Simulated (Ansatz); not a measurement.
Base system: ZnS (space group P4_2/mnm, No. 136; a = 6.518 Å, c = 3.808 Å; a hypothetical phase, not in the database extracts checked).

Levels (all Ansatz, a first-principles code, PAW): PBEsol (420 eV, no spin-orbit coupling); r2SCAN (500 eV, no SOC); HSE06 (420 eV, no spin-orbit coupling).

One geometry, relaxed with PBEsol, under each level:

| level | band gap | lowest conduction level above the VBM at special points | pressure |
|---|---|---|---|
| PBEsol | 2.24 eV | Γ 2.24 eV; A 3.14 eV; X 3.60 eV; R 3.81 eV | 0.00 GPa |
| r2SCAN | 2.94 eV | Γ 2.94 eV; A 3.69 eV; X 4.21 eV; R 4.31 eV | 1.34 GPa |
| HSE06 | 3.60 eV | Γ 3.60 eV; A 4.43 eV; X 4.97 eV | – |

Single points use the geometry relaxed with PBEsol. Their cutoffs differ, which shifts pressures a little. Whether these cells are dynamically stable was not tested.
